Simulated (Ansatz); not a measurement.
## H2O on the 1x1 (10-10) surface of wurtzite ZnO (cut with top plane O + Zn), one in a 2x1 cell, started at the site 'hollow O-O-Zn-Zn-Zn'

Host crystal: wurtzite ZnO, with a band gap (PBE, scalar-relativistic without spin-orbit coupling).

All values below come from PBE (plane waves to 420 eV, PAW; Ansatz, a program for electronic structure).

Set-up: 35 atoms, 9.4 Å thick at the start under the adsorbate (thin: gaps and levels are the slab's own); mesh 3x4x1; 0.01 eV smearing; dipole correction on; 16 atoms held, the rest relaxed; no symmetry held; no spin, no spin-orbit, no U, no dispersion correction. At the end it is bonded to Zn. In PBE this state lies 0.40 eV over the lowest of the starts that converged ('top Zn #2').

| Item | Value |
|---|---|
| adsorption energy against H2O(g) | -0.56 eV |
| change of the step from the bottom to the top vacuum level, against the clean slab | -0.74 eV |
| energy released by relaxation | 1.71 eV |
| height of the binding atom over the mean of the host atoms within 0.3 Å of the top one | 2.066 Å |
| nearest host atoms of the binding atom | Zn at 2.22 Å, O at 2.60 Å, O at 3.53 Å |
| largest move of a host atom | 0.18 Å |
| note | in the relaxation the adsorbate left its starting site by 1.7 Å |
| cost | very roughly 50 core-minutes |

A negative adsorption energy means that the adsorbate is more stable on the surface than in its reference.
